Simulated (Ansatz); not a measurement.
## ZrO2, pressure series

Start from ZrO2 in the fluorite structure (space group Fm-3m, No. 225; a = 5.089 Å).

Cell and atoms are relaxed at each pressure.

All numbers come from r2SCAN (Ansatz, a program for electronic structure; PAW; 500 eV plane waves; scalar-relativistic without spin-orbit coupling).

Candidates:
(a) pressure 22.5 GPa
(b) pressure 4.5 GPa
(c) pressure −1 GPa

For the base:

```
Property   Result
--------  -------
Band gap  3.89 eV
```

Task: Order them by band gap, lowest first.

Result: (c) pressure −1 GPa (3.87 eV), (b) pressure 4.5 GPa (3.94 eV), (a) pressure 22.5 GPa (4.11 eV)

Load acts through the strain it causes; cell and atoms are relaxed under it. Stability against distortions was not tested. Competing high-pressure phases were not computed. This is not the structure that ZrO2 has at room temperature and ambient pressure.
